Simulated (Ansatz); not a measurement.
## What each level gives and costs: Rb2As2Pd (Cmcm, 10 atoms in the cell)

Cell: a = 7.9615 Å, b = 7.9615 Å, c = 6.0483 Å, α = 90.00°, β = 90.00°, γ = 130.89°.

Program: Ansatz (an electronic-structure program), default PAW files made with PBE; each row names its functional.

Base settings: basis.ecutwfc = 420 eV; kpoints.mp_grid.grid = 2 2 2; hamiltonian.xc = hse06; hamiltonian.pseudopotentials = {kind: paw} (the program's default PAW files); scf.occupations.method = fixed.

Differences are taken from HSE06, a reference of convenience: it is no measurement, and no ranking of the functionals follows.

Core times come from one kind of shared machine and are given to one figure; runs under 30 s give none.

The starting cell comes from a database of computed structures (which also holds hypothetical and non-ambient phases and stackings), without a prior relaxation at this level. Its lattice was rescaled by a random factor within 2.5 % of one. In the base run, with a pressure of about 3 GPa the cell is away from its equilibrium volume at this level. Ansatz's pressure includes its estimate of the finite-basis (Pulay) stress.

```
level   gap on the mesh less reference (eV)  pressure less reference (GPa)  largest difference in the force on any atom (eV/Å)  core time / reference (rough)
------  -----------------------------------  -----------------------------  --------------------------------------------------  -----------------------------
PBEsol                               -0.970                          -1.17                                               0.198                              –
PBE0                                  0.670                          -0.05                                               0.008                              1
HSE06                                 0.000                           0.00                                               0.000                              1
```

PBEsol ran in under 30 s, against roughly 200 s for HSE06.

Keys are those of Ansatz 0.2.
